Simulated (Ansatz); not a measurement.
The parent structure is AlN in the zinc blende structure (space group F-43m, No. 216; a = 4.378 Å). Axes: x, y, z lie along the cube axes.

Calculations: PBEsol, PAW, 420 eV (Ansatz, a first-principles code; no SOC).

Strains are applied to the cell and any free atomic positions relax; under biaxial strain the out-of-plane vector relaxes too.

One change was made to it. Results:

| quantity | base | after |
|---|---|---|
| band gap | 3.19 eV | 3.00 eV |
| energy relative to the base (free energy F) | 0 meV/atom | +18 meV/atom |
| shortest interatomic distance | 189.6 pm | 187.8 pm |

Which change produced these results?
(A) biaxial strain +3.00 %, plane normal [001], relaxed out of plane
(B) biaxial strain −3.00 %, plane normal [001], relaxed out of plane
(C) biaxial strain +2.50 %, plane normal [001], relaxed out of plane
(D) biaxial strain −1.00 %, plane normal [001], relaxed out of plane
(E) biaxial strain −2.00 %, plane normal [001], relaxed out of plane

B, biaxial strain −3.00 %, plane normal [001], relaxed out of plane. For comparison, the band gap in the other runs: biaxial strain +3.00 %, plane normal [001], relaxed out of plane gives 2.86 eV; biaxial strain +2.50 %, plane normal [001], relaxed out of plane gives 2.91 eV; biaxial strain −2.00 %, plane normal [001], relaxed out of plane gives 3.07 eV; biaxial strain −1.00 %, plane normal [001], relaxed out of plane gives 3.13 eV.

Stability against distortions was not tested. This is not the structure that AlN has at room temperature and ambient pressure.
